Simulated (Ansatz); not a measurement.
Reference: GaP (F-43m), r2SCAN with spin-orbit coupling, rigid bands (plane waves, PAW; Ansatz, a quantum-chemistry and plane-wave program); axes and stresses refer to this cell.

```
CELL_PARAMETERS angstrom
      0.00000     2.72572     2.72572
      2.72572     0.00000     2.72572
      2.72572     2.72572     0.00000
ATOMIC_POSITIONS crystal
  Ga 0.00000 0.00000 0.00000
  P  0.25000 0.25000 0.25000
```

- hole conductivity mass = 0.48 mₑ
- band gap = 1.82 eV
- electron conductivity mass = 0.34 mₑ

**Question.** Change: uniaxial stress along [110] of -1 GPa (compression positive). What happens to hole conductivity mass, band gap, electron conductivity mass?

**Answer.** hole conductivity mass moves little, to 0.47 mₑ; band gap falls to 1.76 eV; electron conductivity mass moves little, to 0.34 mₑ.

**Question.** Change: uniaxial stress along [111] of 2 GPa (compression positive). What happens to hole conductivity mass, band gap, electron conductivity mass?

**Answer.** hole conductivity mass falls to 0.37 mₑ; band gap falls to 1.74 eV; electron conductivity mass moves little, to 0.34 mₑ.

Masses are for dilute carriers at 300 K, harmonic means over directions unless an axis is named. Stresses and pressures are the targets of the relaxation.  The structure type is held under load, also where the real crystal would transform.
